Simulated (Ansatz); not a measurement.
The starting structures come from a database of crystals and need not be the phases stable at ambient conditions.

 Where the default PAW files enter, the runs use the earlier of Ansatz's two default sets.

**Evanescent states of InP (P6_3mc, wurtzite, not sure to be the ambient phase, 4 atoms a cell, 25.7 Å³ an atom) along the normal of (111)**

Method: r2SCAN (plane waves, PAW; Ansatz, a quantum-chemistry and plane-wave program).

The gap is the functional's own, uncorrected, and κ follows it; spin-orbit coupling is left out. Mid-gap values are interpolated between the computed energies.

Energies count from the valence-band top; κ is the least over a 6×4 mesh across the current.

| E (eV) | κ (1/Å) | where |
|---|---|---|
| 0.04 | 0.027 | Γ |
| 0.10 | 0.045 | Γ |
| 0.17 | 0.055 | Γ |
| 0.24 | 0.063 | Γ |
| 0.32 | 0.068 | Γ |
| 0.39 | 0.072 | Γ |
| 0.46 | 0.074 | Γ |
| 0.53 | 0.075 | Γ |
| 0.59 | 0.075 | Γ |
| 0.67 | 0.074 | Γ |
| 0.73 | 0.072 | Γ |
| 0.81 | 0.068 | Γ |
| 0.88 | 0.062 | Γ |
| 0.94 | 0.054 | Γ |
| 1.01 | 0.042 | Γ |
| 1.08 | 0.020 | Γ |

**Question.** How thick must the barrier be to attenuate the transmission by 10^6 when the electrodes' Fermi level lies at 0.88 eV, and what attenuation does that film give at 0.67 eV?

**Answer.** d = 6 ln 10 / (2 × 0.062) = 111.4 Å. At 0.67 eV it gives 6 × 0.074/0.062 = 7.2 decades.
